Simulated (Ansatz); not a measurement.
Worked example: self-consistent single point of Li3Ag (I4mm, 4 atoms in the cell) in Ansatz (a program for electronic structure).

Level of theory: PBEsol, default PAW files made with PBE (plane waves; Ansatz).

```yaml
crystal:
  lattice:
    - [-2.10280, 2.10280, 3.65758]
    - [2.10280, -2.10280, 3.65758]
    - [2.10280, 2.10280, -3.65758]
  atoms:
    - { symbol: Li, position: [0.25000, 0.75000, 0.50000] }
    - { symbol: Li, position: [0.75000, 0.25000, 0.50000] }
    - { symbol: Li, position: [0.50684, 0.50684, 0.00000] }
    - { symbol: Ag, position: [0.00000, 0.00000, 0.00000] }
```

Reference input (self-consistent single point, DFT, PBEsol, plane waves, default PAW files made with PBE): basis.ecutwfc = 420 eV; kpoints.mp_grid.grid = 11 11 11; hamiltonian.xc = pbesol; hamiltonian.pseudopotentials = {kind: paw} (the program's default PAW files); scf.occupations.method = gaussian; scf.occupations.width = 0.1 eV. This run's input differs from it in these lines:

Ansatz 0.2 input:
```diff
@@ -14,3 +14,3 @@
 kpoints:
-  mp_grid: { grid: [11, 11, 11] }
+  mp_grid: { grid: [17, 17, 17] }
 hamiltonian:
@@ -19,3 +19,3 @@
 scf:
-  occupations: { method: gaussian, width: 0.1 }
+  occupations: { method: tetrahedron }
 output:
```

Output (repeated stretches shortened):

```
SCF iter   1: F=—  HF=-8131.758450 eV  |F-HF|=—  |Δ(HF+E_count)|=         —  Δρ=4.35e-3  dr2=1.07e-2  ethr=1.77e-3  ⟨swp⟩=4.0  Hψ=30211  notcnv=0
all-band conjugate gradients solve this SCF's bands
preconditioner: auto → Kerker (q_TF=auto, 2.373 Å⁻¹)
SCF iter   2: F=—  HF=-8131.754659 eV  |F-HF|=—  |Δ(HF+E_count)|=   3.79e-3  Δρ=1.15e-3  dr2=4.39e-4  ethr=3.80e-5  ⟨swp⟩=2.0  Hψ=14963  notcnv=0  defer=66
SCF iter   3: F=—  HF=-8131.754293 eV  |F-HF|=—  |Δ(HF+E_count)|=   3.66e-4  Δρ=5.13e-4  dr2=1.50e-4  ethr=1.57e-6  ⟨swp⟩=2.0  Hψ=12828  notcnv=0  defer=66
   [... lines left out ...]
SCF iter   5: F=—  HF=-8131.754222 eV  |F-HF|=—  |Δ(HF+E_count)|=   2.29e-5  Δρ=3.95e-5  dr2=1.39e-6  ethr=1.18e-7  ⟨swp⟩=2.0  Hψ=9730  notcnv=0  defer=66
SCF iter   6: F=-8131.754222 eV  HF=-8131.754222 eV  |F-HF|=1.89e-8  |Δ(HF+E_count)|=   1.75e-7  Δρ=8.49e-6  dr2=6.39e-8  ethr=3.57e-10  ⟨swp⟩=3.2  Hψ=31138  notcnv=0
the band table was not solved further: it holds the bands as the self-consistency loop left them (on a frozen-density pass, as that pass's own solve left …
SCF 1 converged in 6 iterations: F = -8131.754222 eV  dr2 = 6.39e-8
Stability not checked (fill_not_monotonic)
Free energy (F): -8131.754222 eV
Internal energy: -8131.754220 eV  (E = F + TS)
E sigma→0 (E₀):  -8131.754222 eV
Entropy (-TS):   -0.000002 eV (-0.001 meV/atom)
Fermi energy:    5.875859 eV
--- Forces (eV/Å), atoms counted from 1 ---
  atom   1  Li    -0.00000000    -0.00000000     0.05941792
  atom   2  Li     0.00000000     0.00000000     0.05941792
  atom   3  Li     0.00000000    -0.00000000    -0.10985513
  atom   4  Ag    -0.00000000     0.00000000    -0.00901885
--- Stress (GPa, compression-positive) ---
       -0.025488       0.000000       0.000000
        0.000000      -0.025488       0.000000
        0.000000      -0.000000       0.055523
  P = ⅓ Tr σ = 0.0015 GPa (0.015 kbar)
  The stress holds the Pulay correction. Without it, at fixed plane waves, as pw.x and ABINIT print it: P = -0.0133 GPa
```

The run converged in 6 iterations. Against the reference run the free energy rises by 1.2 meV/atom, the pressure moves little (0.01 to 0.00 GPa) and the largest force stays at 0.110 eV/Å.

The starting cell comes from a database of computed structures (which also holds hypothetical and non-ambient phases and stackings), without a prior relaxation at this level. Its lattice was rescaled by up to half a per cent. One atom was moved a little off its site on purpose. Ansatz's pressure includes its estimate of the finite-basis (Pulay) stress.
